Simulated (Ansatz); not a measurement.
Amorphous cells of Ga, In, O: the gap between the highest filled and lowest empty level at the zone centre, by PBE and by a single point of HSE06 on the same geometry (PBE, scalar-relativistic without spin-orbit coupling (plane waves to 420 eV, PAW; Ansatz, a first-principles code); exact exchange cut at the cells' faces). The networks come from melt-quench runs on the CHGNet potential at compositions and starting densities chosen by hand, with anions pushed apart in the CHGNet dynamics, and DFT then relaxed them. The cells are small and were quenched far faster than real films, so single cells scatter. Defect or tail levels can set these gaps. The rows are the first to finish with both values and no moments.

```tsv
cell	PBE gap x (eV)	HSE06 gap y (eV)
A (In24O39Ga2, 6.42 g/cm3)	0.42	1.90
B (In24O39Ga2, 6.35 g/cm3)	0.51	1.99
C (In24Ga12O54, 6.12 g/cm3)	0.59	1.99
D (In24O39Ga2, 6.40 g/cm3)	0.70	2.14
E (In16Ga8O36, 5.96 g/cm3)	0.72	withheld
F (Ga24O39In2, 5.03 g/cm3)	1.59	3.26
```

Question: Fit a straight line through the 5 full rows and predict the withheld value for E (In16Ga8O36, 5.96 g/cm3).

Answer: Means: x = 0.762, y = 2.256. Slope = Σ(Δx Δy) / Σ(Δx²) = 1.073 / 0.8995 = 1.19; the r.m.s. residual is 0.044. Prediction: 2.256 + 1.19 × (0.72 − 0.762) = 2.21. The run gave 2.19, 0.02 below the line.
